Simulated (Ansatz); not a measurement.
Cubic perovskite BaLiF3 was calculated with LDA (Ansatz, a program for electronic structure, plane waves, PAW).

Numerical settings: plane-wave cutoff 500 eV, 10×10×10 k mesh, Fermi–Dirac smearing 0.05 eV, scalar-relativistic PAW data made under PBE.

Cell (relaxed at this level):

```xyz
5
Lattice="3.8878 0.0000 0.0000 0.0000 3.8878 0.0000 0.0000 0.0000 3.8878" Properties=species:S:1:pos:R:3 pbc="T T T"
Ba     0.0000     0.0000     0.0000
Li     1.9439     1.9439     1.9439
F      1.9439     0.0000     1.9439
F      0.0000     1.9439     1.9439
F      1.9439     1.9439     0.0000
```

### Question
Predict the band gap.

### Answer

- band gap: 6.67 eV (on the SCF k mesh)

Note: the relaxation could not lower the start's symmetry, so the cell can be a saddle point above a distorted one.

Spin–orbit coupling is not included.

Static lattice: no zero-point or thermal effects.
